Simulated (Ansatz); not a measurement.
The reference is NiSi2 (space group Fm-3m, No. 225; a = 5.3870 Å; non-magnetic).

All numbers come from r2SCAN (Ansatz, an electronic-structure program; PAW; 500 eV plane waves; no spin-orbit coupling).

Before the change:

The lattice parameter a is 538.7 pm.

It is then changed as follows: a hydrostatic pressure of 1.5 GPa.

Q: Predict the new lattice parameter a.

A: The lattice parameter a decreases by 1.6 pm to 537.1 pm.

Load acts through the strain it causes; cell and atoms are relaxed under it. No phonon test of stability was made. Starting moments died away, wholly or in part, for the base; another magnetic solution may exist. The final runs are not spin-polarised.
